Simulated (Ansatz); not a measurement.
The starting structures come from a database of crystals and need not be the phases stable at ambient conditions.

 Where the default PAW files enter, the runs use the earlier of Ansatz's two default sets.

By PBEsol, the system below comes out a metal.

Without scattering a metal conducts by its projected Fermi surface.

Here is the system:

```
CELL_PARAMETERS angstrom
      4.91082     0.00000     0.00000
      0.00000     5.22228     0.00000
      0.00000     0.00000     5.05814
ATOMIC_POSITIONS crystal
  In 0.50000 0.00000 0.50000
  In 0.00000 0.00000 0.00000
  Bi 0.00000 0.63999 0.50000
  Bi 0.50000 0.36001 0.00000
```

Space group of this cell: Pmmn. The cell is strained (lengths along the current scaled by 1.03, ions clamped); by PBEsol its mean pressure is -2.7 GPa.

The current flows along the normal of the first two printed cell vectors. No spin-orbit coupling; the value is a mean over 0.1 eV about the Fermi level.

Q: State the ballistic conductance per area according to PBEsol in Ansatz (a program for electronic structure).

A: 0.25 × 10¹⁵ S/m² for both spins.
